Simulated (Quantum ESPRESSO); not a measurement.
Parameter sweep on Sr5Cd3 (I4/mcm, 16 atoms in the cell)

```
CELL_PARAMETERS angstrom
     -4.49414     4.49414     8.40948
      4.49414    -4.49414     8.40948
      4.49414     4.49414    -8.40948
ATOMIC_POSITIONS crystal
  Sr 0.50000 0.50000 0.00000
  Sr 0.00000 0.00000 0.00000
  Sr 0.31594 0.81594 0.83832
  Sr 0.68406 0.18406 0.16168
  Sr 0.81594 0.97762 0.50000
  Sr 0.18406 0.02238 0.50000
  Sr 0.97762 0.47762 0.16168
  Sr 0.02238 0.52238 0.83832
  Sr 0.47762 0.31594 0.50000
  Sr 0.52238 0.68406 0.50000
  Cd 0.75000 0.75000 0.00000
  Cd 0.25000 0.25000 0.00000
  Cd 0.37870 0.87870 0.25740
  Cd 0.62130 0.12130 0.74260
  Cd 0.87870 0.62130 0.50000
  Cd 0.12130 0.37870 0.50000
```

Base run A: PBEsol, GBRV 1.5 ultrasoft (PBESOL) pseudopotentials (Quantum ESPRESSO), self-consistent single point.

Its settings: ecutwfc = 40 Ry; ecutrho = 200 Ry; occupations = smearing; smearing = fd; degauss = 0.0073499 Ry; potentials = {Sr: sr_pbesol_v1.uspp.F.UPF, Cd: cd_pbesol_v1.uspp.F.UPF}; K_POINTS = automatic 3 3 3 0 0 0; conv_thr = 1e-10 Ry.

The starting cell comes from a database of computed structures (which also holds hypothetical and non-ambient phases and stackings), without a prior relaxation at this level. Its lattice was rescaled by a random factor within 2.5 % of one.

Total energies depend on the potentials, the functional and any Hubbard or dispersion term, so they are compared only between runs that share all of them.

Run A gave: pressure (GPa) -2.30; largest force (eV/Å) 0.100.

Runs:
- B: pseudopotentials: {Sr: sr_pbesol_v1.uspp.F.UPF, Cd: cd_pbesol_v1.uspp.F.UPF} → {Sr: sr_lda_v1.uspp.F.UPF, Cd: cd_lda_v1.uspp.F.UPF} [LDA (PZ)]
- C: pseudopotentials: {Sr: sr_pbesol_v1.uspp.F.UPF, Cd: cd_pbesol_v1.uspp.F.UPF} → {Sr: sr_pbe_v1.uspp.F.UPF, Cd: cd_pbe_v1.uspp.F.UPF}; input_dft: default → blyp [BLYP]
- D: pseudopotentials: {Sr: sr_pbesol_v1.uspp.F.UPF, Cd: cd_pbesol_v1.uspp.F.UPF} → {Sr: sr_pbe_v1.uspp.F.UPF, Cd: cd_pbe_v1.uspp.F.UPF}; input_dft: default → wc [Wu-Cohen GGA]

### Question
What does run D change against A?

### Answer
The pressure moves little (-2.30 to -2.32 GPa) and the largest force goes from 0.100 to 0.106 eV/Å.

### Question
What does run C change against A?

### Answer
The pressure goes from -2.30 to -0.55 GPa and the largest force goes from 0.100 to 0.138 eV/Å.

### Question
What does run B change against A?

### Answer
The pressure goes from -2.30 to -3.38 GPa and the largest force goes from 0.100 to 0.145 eV/Å.

```csv
run,pressure (GPa),largest force (eV/Å)
A,-2.30,0.100
B,-3.38,0.145
C,-0.55,0.138
D,-2.32,0.106
```

Left out of this page: 3 runs of the series held back from this collection.
